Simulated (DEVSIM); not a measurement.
Device: Schottky contact on n-type GaP, at 400 K.

| layer (left to right) | material | thickness (μm) | Nd (cm⁻³) | τn (s) | τp (s) |
|---|---|---|---|---|---|
| 1 | GaP | 3.10 | 2.1e17 | 1.3e-7 | 1.3e-7 |
| 2 | GaP | 3.20 | 9.6e17 | 1.3e-7 | 1.3e-7 |

Left contact: Schottky, work function 5.31 eV, emission velocity 2e6 cm/s. Right contact: ohmic. Voltage is applied to the left contact. Recombination: SRH at mid-gap, radiative. Mobility is constant in doping. Where it depends on doping, it is μmin + (μ − μmin)/(1 + (N/Nref)^α).

This is a model device: material constants are rounded textbook-type values typed into the input, and sizes, dopings and lifetimes were drawn at random. Values at 300 K; Nc and Nv go as T^1.5, mobilities as T to minus their exponent, the gap by Varshni's rule with the affinity fixed. The table also holds parameters that only a changed run uses.

```tsv
parameter	GaP
gap (eV)	2.26
affinity (eV)	3.8
permittivity	11.1
Nc (cm⁻³)	1.8e19
Nv (cm⁻³)	1.9e19
μn (cm²/Vs)	250
μp (cm²/Vs)	150
μn,min	10
μp,min	10
Nref,n	4.4e18
Nref,p	1e18
αn	0.8
αp	0.85
T exponent of μn	1.6
T exponent of μp	1.98
B (cm³/s)	1e-13
Cn (cm⁶/s)	1e-30
Cp (cm⁶/s)	1e-30
Varshni α (eV/K)	0.00058
Varshni β (K)	372
```

Simulated with DEVSIM: 1D drift-diffusion, Boltzmann statistics, complete ionisation; no tunnelling, impact ionisation, image-force lowering or self-heating. Metal contacts follow the ideal Schottky-Mott rule: no Fermi-level pinning, no interface dipoles.

Base results: dark forward voltage at 1 A/cm² (V) 0.961; dark forward voltage at 100 A/cm² (V) 1.130; potential step across the device at zero bias (V) 1.394.

### Question
What follows from this one change: temperature 400 → 350 K?

### Answer
dark forward voltage at 1 A/cm² 0.961 → 1.036 V; dark forward voltage at 100 A/cm² 1.130 → 1.182 V; potential step across the device at zero bias 1.394 → 1.415 V.

### Question
What follows from this one change: metal work function 5.31 → 5.16 eV?

### Answer
dark forward voltage at 1 A/cm² 0.961 → 0.811 V; dark forward voltage at 100 A/cm² 1.130 → 0.980 V; potential step across the device at zero bias 1.394 → 1.244 V.
